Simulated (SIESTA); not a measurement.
Worked example: self-consistent single point of Zn (P6_3/mmc, 4 atoms in the cell) in SIESTA.

Level of theory: GGA PBEsol, numerical atomic orbitals DZP, PseudoDojo PBEsol standard norm-conserving potentials (rewritten from UPF to PSML) in SIESTA.

```yaml
crystal:
  lattice:
    - [2.83140, 0.00000, 0.00000]
    - [-1.41570, 2.45206, 0.00000]
    - [0.00000, 0.00000, 9.11004]
  atoms:
    - { symbol: Zn, position: [0.00000, 0.00000, 0.00000] }
    - { symbol: Zn, position: [0.00000, 0.00000, 0.50000] }
    - { symbol: Zn, position: [0.33333, 0.66667, 0.25000] }
    - { symbol: Zn, position: [0.66667, 0.33333, 0.75000] }
```

Reference input (self-consistent single point, DFT, GGA PBE, numerical atomic orbitals DZP, PseudoDojo PBE standard norm-conserving potentials (rewritten from UPF to PSML)): XC.functional = GGA; XC.authors = PBE; potentials = PseudoDojo PBE standard; PAO.BasisSize = DZP; PAO.EnergyShift = 0.005 Ry; MeshCutoff = 300 Ry; kgrid.MonkhorstPack = 13 13 4; OccupationFunction = MP; OccupationMPOrder = 0; ElectronicTemperature = 3156.43 K; MaxSCFIterations = 150; SCF.Mixer.Method = Pulay. This run's input differs from it in these lines:

```diff
@@ -1,2 +1,2 @@
-# files in the folder: Zn.psml (PseudoDojo PBE standard)
+# files in the folder: Zn.psml (PseudoDojo PBEsol standard)
 SystemName  Zn
@@ -24,3 +24,3 @@
 XC.functional                GGA
-XC.authors                   PBE
+XC.authors                   PBEsol
 PAO.BasisSize                DZP
```

Output (repeated stretches shortened):

```
        iscf     Eharris(eV)        E_KS(eV)     FreeEng(eV)     dDmax    Ef(eV) dHmax(eV)
   scf:    1   -22677.859079   -22710.094798   -22710.141933  2.359506  1.696345 20.547934
   scf:    2   -22733.289602   -22722.354394   -22722.407458  0.398295  1.189945 14.738022
   scf:    3   -22740.540323   -22733.970750   -22734.030894  0.432907  0.297062  2.382298
   scf:    4   -22733.932920   -22734.095657   -22734.155459  0.123374  0.058943  1.147673
   scf:    5   -22734.098886   -22734.151095   -22734.211275  0.072695 -0.017902  0.867242
   scf:    6   -22734.094390   -22734.150502   -22734.210614  0.054239 -0.096266  0.963105
   scf:    7   -22734.191321   -22734.179182   -22734.239308  0.035551 -0.043493  0.036136
   scf:    8   -22734.178632   -22734.178933   -22734.239061  0.001653 -0.040282  0.081106
   scf:    9   -22734.179414   -22734.179236   -22734.239362  0.002694 -0.043339  0.012189
mix: Pulay -- inversion failed, > SVD [rank/size] 4 / 7
   scf:   10   -22734.179244   -22734.179240   -22734.239365  0.000397 -0.043589  0.005504
   scf:   11   -22734.179242   -22734.179242   -22734.239367  0.000225 -0.043812  0.000510
mix: Pulay -- inversion failed, > SVD [rank/size] 5 / 7
   scf:   12   -22734.179242   -22734.179242   -22734.239367  0.000018 -0.043801  0.000008
SCF Convergence by DM+H criterion
max |DM_out - DM_in|         :     0.0000181357
max |H_out - H_in|      (eV) :     0.0000078366
SCF cycle converged after 12 iterations

Using DM_out to compute the final energy and forces

siesta: E_KS(eV) =           -22734.1792

siesta: E_KS - E_eggbox =    -22734.1792

siesta: Atomic forces (eV/Ang):
     1    0.000000    0.000000   -0.000000
     2   -0.000000    0.000000   -0.000000
     3   -0.000014    0.000008   -0.000000
     4    0.000014   -0.000008   -0.000000
   Tot   -0.000000   -0.000000   -0.000001
   Max    0.000014
   Res    0.000007    sqrt( Sum f_i^2 / 3N )
   Max    0.000014    constrained

Stress tensor Voigt[x,y,z,yz,xz,xy] (kbar):      157.89      158.47      155.59       -0.00       -0.00        0.51
(Free)E + p*V (eV/cell)   -22740.4497
   [... lines left out ...]
siesta: FreeEng =    -22734.239367
siesta: Cell volume =         63.248913 Ang**3
siesta:        -157.31589544       -157.31611293  kBar
   [... lines left out ...]
              0.330   1.880   1.877   1.884   1.877   1.880   0.087   0.091

              0.080   0.091   0.087

mulliken: Qtot =       80.000

Mulliken Atomic Populations:
Atom #   charge [q] valence [e]  Species
     1     0.008914   19.991086  Zn
     2     0.008914   19.991086  Zn
     3    -0.008914   20.008914  Zn
     4    -0.008914   20.008914  Zn
 Total     0.000000
```

The run converged in 12 iterations. Against the reference run the pressure goes from -11.81 to -15.73 GPa.

The starting cell was generated: these elements placed on a structure prototype, without a prior relaxation; it need not be a known phase or ordering of this composition. Its lattice was rescaled by a random factor within 2.5 % of one. Values carry the incompleteness of an atom-centred basis. With a pressure of about -16 GPa the cell is away from its equilibrium volume at this level.
